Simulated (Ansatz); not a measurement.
For TaNi₃ (I4/mmm), PBEsol, DFPT electron-phonon coupling, linearised Boltzmann equation in Ansatz (a quantum-chemistry and plane-wave program) gives a transport coupling λ_tr = 0.158 and a Drude plasma energy ħω_p = 4.49 eV along x (a = (0.00, 2.54, 3.70) Å; b = (2.54, 0.00, 3.70) Å; c = (2.54, 2.54, 0.00) Å).

Problem. Estimate the resistivity at 300 K from the high-temperature formula ρ = 2π λ_tr k_B T / (ħ ε₀ ω_p²), and say how the full Boltzmann solution compares.

Solution. The scattering rate is 1/τ = 2π λ_tr k_B T/ħ = 3.90e13 s⁻¹ and ω_p = 6.82e15 s⁻¹, so ρ ≈ 9.46 μΩ·cm. The Boltzmann solution gives 8.55 μΩ·cm, 0.90 times the estimate.

A metal at this level (no band gap). Only scattering by harmonic phonons is included (no impurities, grain boundaries, electron-electron scattering or thermal expansion). Spin-orbit coupling is left out, which matters with elements this heavy. The run warned that the eigensolver left some states short of its tolerance. Halving the electron mesh (28x28x28) moves the resistivity by up to 3 % at 300 K, the coupling by up to 2 %. Smearing 0.20 eV; phonons on a 4x4x4 q mesh, which this run doesn't test.

Formula and space group known from diffraction (Crystallography Open Database), not checked to be the room-temperature form: TaNi3 (I4/mmm). Treated as nonmagnetic (a ferromagnetic start lost its moment, other orders weren't tried): TaNi3 (I4/mmm).
